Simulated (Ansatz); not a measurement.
A self-consistent single point of NbPd2 (Immm, 3 atoms in the cell) with Ansatz (a quantum-chemistry and plane-wave program).

Method: PBEsol, PAW files made with PBE (plane waves; Ansatz).

The change in words: lattice scaled by 0.98. Reference geometry:
```
NbPd2
1.0
   -1.42839     1.98728     4.25254
    1.42839    -1.98728     4.25254
    1.42839     1.98728    -4.25254
Nb Pd
1 2
Direct
  0.00000   0.00000   0.00000
  0.66658   0.66658   0.00000
  0.33342   0.33342   0.00000
```

Reference input (self-consistent single point, DFT, PBEsol, plane waves, PAW files made with PBE): kpoints.mp_grid.grid = 9 9 9; hamiltonian.xc = pbesol; hamiltonian.pseudopotentials = {kind: paw} (an earlier, softer set of the program's PAW files); scf.occupations.method = gaussian; scf.occupations.width = 0.0037 Ry. This run's input differs from it in these lines:

```diff
@@ -2,5 +2,5 @@
   lattice:
-    - [-1.428389, 1.987279, 4.252541]
-    - [1.428389, -1.987279, 4.252541]
-    - [1.428389, 1.987279, -4.252541]
+    - [-1.399821, 1.947533, 4.167490]
+    - [1.399821, -1.947533, 4.167490]
+    - [1.399821, 1.947533, -4.167490]
   atoms:
```

Log, with long lists cut:

```
SCF iter   1: F=—  HF=-18322.631345 eV  |F-HF|=—  |Δ(HF+E_count)|=         —  Δρ=3.79e-1  dr2=1.16e2  ethr=3.10e-3  ⟨swp⟩=5.7  Hψ=13811  notcnv=0
all-band conjugate gradients solve this SCF's bands
preconditioner: auto → Kerker (q_TF=auto, 2.763 Å⁻¹)
SCF iter   2: F=—  HF=-18312.955769 eV  |F-HF|=—  |Δ(HF+E_count)|=    9.68e0  Δρ=1.62e-1  dr2=2.44e1  ethr=3.10e-3  ⟨swp⟩=2.5  Hψ=8510  notcnv=0  defer=88
   [... lines left out ...]
SCF iter   6: F=—  HF=-18310.272389 eV  |F-HF|=—  |Δ(HF+E_count)|=   6.62e-4  Δρ=4.65e-4  dr2=1.28e-4  ethr=7.98e-6  ⟨swp⟩=2.3  Hψ=5013  notcnv=0  defer=112
SCF iter   7: F=—  HF=-18310.272379 eV  |F-HF|=—  |Δ(HF+E_count)|=   1.02e-5  Δρ=8.61e-5  dr2=3.57e-6  ethr=2.61e-7  ⟨swp⟩=1.6  Hψ=3788  notcnv=0  defer=112
SCF iter   8: F=—  HF=-18310.272378 eV  |F-HF|=—  |Δ(HF+E_count)|=   7.79e-7  Δρ=1.24e-5  dr2=5.09e-8  ethr=2.04e-10  ⟨swp⟩=7.0  Hψ=18267  notcnv=0
SCF iter   9: F=-18310.272378 eV  HF=-18310.272378 eV  |F-HF|=1.64e-9  |Δ(HF+E_count)|=  5.71e-10  Δρ=2.83e-6  dr2=3.67e-9  ethr=1.04e-10  ⟨swp⟩=2.0  Hψ=11541  notcnv=0
SCF 1 converged in 9 iterations: F = -18310.272378 eV  dr2 = 3.67e-9
Free energy (F): -18310.272378 eV
Internal energy: -18310.270112 eV  (E = F + TS)
E sigma→0 (E₀):  -18310.271245 eV
Entropy (-TS):   -0.002266 eV (-0.755 meV/atom)
Fermi energy:    20.430708 eV
--- Forces (eV/Å), atoms counted from 1 ---
  atom   1  Nb     0.00000000    -0.00000000     0.00000000
  atom   2  Pd     0.00000000    -0.00000000    -0.05397031
  atom   3  Pd     0.00000000     0.00000000     0.05397031
--- Stress (GPa, compression-positive) ---
        1.959101       0.000000       0.000000
        0.000000       1.623884       0.000000
        0.000000       0.000000       1.337746
  P = ⅓ Tr σ = 1.6402 GPa (16.402 kbar)
  The stress holds the Pulay correction. Without it, at fixed plane waves, as pw.x and ABINIT print it: P = 1.6075 GPa
```

The run converged in 9 iterations. Against the reference run the free energy goes down by 28.1 meV/atom, the pressure goes from -10.43 to 1.64 GPa and the largest force goes from 0.105 to 0.054 eV/Å.

The starting cell comes from a database of computed structures (which also holds hypothetical and non-ambient phases and stackings), without a prior relaxation at this level. Its lattice was rescaled by a random factor within 2.5 % of one. For this run, on top of that: lattice scaled by 0.98. Spin polarisation is off. Ansatz's pressure includes its estimate of the finite-basis (Pulay) stress.

Keys are those of Ansatz 0.2.
